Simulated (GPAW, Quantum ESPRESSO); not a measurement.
A GPAW input for a self-consistent single point of P (Cmce, 4 atoms in the cell) (DFT PBE, plane waves, GPAW PAW datasets PBE (gpaw-data 1.0.1)):

```python
from ase import Atoms
from ase.units import GPa
from gpaw import GPAW, PW

atoms = Atoms(['P', 'P', 'P', 'P'],
              cell=[[1.647580, -5.464493, 0.000000],
                    [1.647580, 5.464493, 0.000000],
                    [0.000000, 0.000000, 4.543186]],
              scaled_positions=[[0.404140, 0.595860, 0.911180],
                                [0.595860, 0.404140, 0.088820],
                                [0.095860, 0.904140, 0.411180],
                                [0.904140, 0.095860, 0.588820]],
              pbc=True)

calc = GPAW(mode=PW(550),
            xc='PBE',
            kpts={'size': (8, 8, 6), 'gamma': True},
            occupations={'name': 'methfessel-paxton', 'width': 0.136, 'order': 0},
            nbands=-6,
            convergence={'forces': 0.001, 'bands': -4},
            symmetry={'symmorphic': False, 'tolerance': 0.0005},
            maxiter=120)

atoms.calc = calc

energy = atoms.get_potential_energy()
print('Energy (eV):', round(energy, 6))
forces = atoms.get_forces()
print('Forces (eV/Ang):')
print(forces.round(5))
stress = atoms.get_stress()
print('Stress (GPa, Voigt):', (stress / GPa).round(4))
```

Give the Quantum ESPRESSO input for the same structure, mesh, smearing and functional.

This is the input that was run; spellings and numerical settings could be chosen otherwise.

```fortran
&control
 calculation = 'scf'
 outdir = './work'
 pseudo_dir = './'
 verbosity = 'high'
 tprnfor = .true.
 tstress = .true.
/
&system
 ibrav = 0
 nat = 4
 ntyp = 1
 ecutwfc = 40
 ecutrho = 240
 occupations = 'smearing'
 smearing = 'gauss'
 degauss = 0.0099958
/
&electrons
 conv_thr = 1.0d-10
/
ATOMIC_SPECIES
P     30.9738  P.pbe-n-kjpaw_psl.1.0.0.UPF
ATOMIC_POSITIONS angstrom
P     1.64758000    1.04765260    4.13966022
P     1.64758000   -1.04765260    0.40352578
P     1.64758000    4.41684040    1.86806722
P     1.64758000   -4.41684040    2.67511878
K_POINTS automatic
8 8 6  0 0 0
CELL_PARAMETERS angstrom
   1.64758000    -5.46449300     0.00000000
   1.64758000     5.46449300     0.00000000
   0.00000000     0.00000000     4.54318600
```

Basis settings and potentials, where a program has them, do not carry over. This input uses DFT, PBE, plane waves, PSlibrary PAW (PBE) pseudopotentials.

The starting cell comes from a database of computed structures (which also holds hypothetical and non-ambient phases and stackings), without a prior relaxation at this level. Its lattice was rescaled by a random factor within 2.5 % of one.
